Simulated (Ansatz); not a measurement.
HfS2: thickness series

The reference is HfS2 in the CdI2 type structure (space group P-3m1, No. 164; a = 3.606 Å, c = 5.768 Å; layered, stacked along the Cartesian z axis).

Free-standing slabs (3 atom(s) a layer) normal to the stacking axis with 15 Å of vacuum; in-plane cell relaxed.

Levels (all Ansatz, a program for electronic structure, PAW): PBE-D3(BJ) (420 eV, spin-orbit coupling left out); HSE06 (420 eV, no spin-orbit coupling); PBE+SOC (420 eV, with spin-orbit coupling).

Band gaps by level, all at the geometries relaxed with PBE-D3(BJ):

| case | PBE-D3(BJ) | HSE06 | PBE+SOC |
|---|---|---|---|
| base | 0.85 eV | 1.65 eV | 0.83 eV |
| 1 layer | 1.21 eV | 2.04 eV | 1.15 eV |
| 2 layers | 1.13 eV | 1.95 eV | 1.06 eV |
| 3 layers | 1.09 eV | 1.91 eV | 1.03 eV |

Single points use the geometry relaxed with PBE-D3(BJ). HSE06 was sampled on its mesh, a few special points and the semilocal edge points, so its gap is an upper bound. Differences between runs with and without spin-orbit coupling are approximate. With Hf present, leaving out spin-orbit coupling can change the band edges. Whether these cells are dynamically stable was not tested.
